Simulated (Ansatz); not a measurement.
The parent structure is AlN in the wurtzite structure (space group P6_3mc, No. 186; a = 3.114 Å, c = 4.983 Å). Axes: x lies along a and z along c of the hexagonal cell.

Calculations: PBEsol/PAW in Ansatz (an electronic-structure program), spin-orbit coupling left out.

For the base:

| Property | Value |
|---|---|
| Valence-band top at Γ | 0.00, -0.22, -0.22 eV |
| Band gap | 4.09 eV |

One thing is altered: a pure shear with ε_xz = ε_zx = 0.0033; the atoms relax in the strained cell.

Problem. What does the calculation give for the stress, valence-band top at Γ, band gap and energy relative to the base after the change?

Solution. The stress (xx, yy, zz, yz, xz, xy; compression positive) amounts to (0.00, 0.00, 0.02, 0.00, -0.73, 0.00) GPa; the valence-band top at Γ (three highest levels, from the VBM) becomes 0.00, -0.23, -0.23 eV (base: 0.00, -0.22, -0.22 eV); the band gap is still 4.09 eV; the energy stays essentially unchanged.

Whether these cells are dynamically stable was not tested.
